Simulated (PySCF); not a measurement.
PySCF 2.14.0, B3LYP/def2-svp: Si(H)(Et)(Vi)(OH) (C=C[SiH](O)CC), 16 atoms. The geometry is a generated start, not checked to be a minimum at this level.

```json
{
  "task": "energy and gradient",
  "method": "b3lyp",
  "basis": "def2-svp",
  "mol.max_memory": "7000 MB",
  "mf.init_guess": "minao (default)",
  "mf.DIIS": "CDIIS (default)",
  "mf.diis_space": "8 (default)",
  "mf.conv_tol": "1e-09 (default)",
  "mf.grids.level": "3 (default)",
  "basis functions (reference run)": "138",
  "grid points (reference run)": "187816"
}
```

```xyz
16

Si     0.0653    -0.6620    -0.2657
O     -0.0541    -1.2623     1.2447
C      1.8616    -0.2997    -0.7172
C      2.8400    -0.1510     0.1631
C     -0.9758     0.9277    -0.2104
C     -2.4356     0.6627     0.1402
H     -0.4684    -1.6289    -1.2378
H      0.4263    -2.0405     1.5130
H      2.1054    -0.2056    -1.7703
H      2.6581    -0.2332     1.2242
H      3.8615     0.0609    -0.1186
H     -0.9255     1.4355    -1.1747
H     -0.5543     1.6160     0.5253
H     -2.5048     0.1349     1.0871
H     -2.9929     1.5948     0.2231
H     -2.9070     0.0507    -0.6259
```
Charge 0, spin multiplicity 1.

The reference run uses exact four-centre integrals. One run each, on a shared machine, so no times are given.

Settings tried, all else as in the reference:
- density fitting
- density fitting, auxbasis = def2-universal-jfit
- density fitting of J alone, exact K
- density fitting, auxbasis = autoaux

Question: Which settings reproduce the reference to 1.0 meV/atom in energy, 10 meV/Å in forces (largest component)?

Answer: Within it: density fitting, auxbasis = autoaux; density fitting; density fitting of J alone, exact K. Outside: density fitting, auxbasis = def2-universal-jfit.

| setting | energy against the reference | difference in forces (largest component) |
|---|---|---|
| density fitting, auxbasis = autoaux | −0.014 meV/atom | 1.4 meV/Å |
| density fitting | −0.15 meV/atom | 0.85 meV/Å |
| density fitting of J alone, exact K | −0.24 meV/atom | 0.92 meV/Å |
| density fitting, auxbasis = def2-universal-jfit | +550 meV/atom | 660 meV/Å |

Total energies are compared; such shifts often cancel in part in energy differences. def2-universal-jfit is made for Coulomb alone and misses functions that exchange needs. Also tried and not ranked: density fitting, auxbasis = def2-universal-jkfit (same energy as a listed run); COSX exchange (sgx_fit, pjs) with fitted J, mf.with_df.grids_level_i = 1, mf.with_df.grids_level_f = 1 (gradient came out as NaN); COSX exchange (sgx_fit, pjs) with fitted J, mf.with_df.grids_level_i = 1, mf.with_df.grids_level_f = 2 (default) (gradient came out as NaN); COSX exchange (sgx_fit, pjs) with fitted J, mf.with_df.grids_level_i = 1, mf.with_df.grids_level_f = 3 (gradient came out as NaN); COSX exchange (sgx_fit, pjs) with fitted J, mf.with_df.grids_level_i = 1, mf.with_df.grids_level_f = 4 (gradient came out as NaN). The tolerance is a choice made for this comparison.
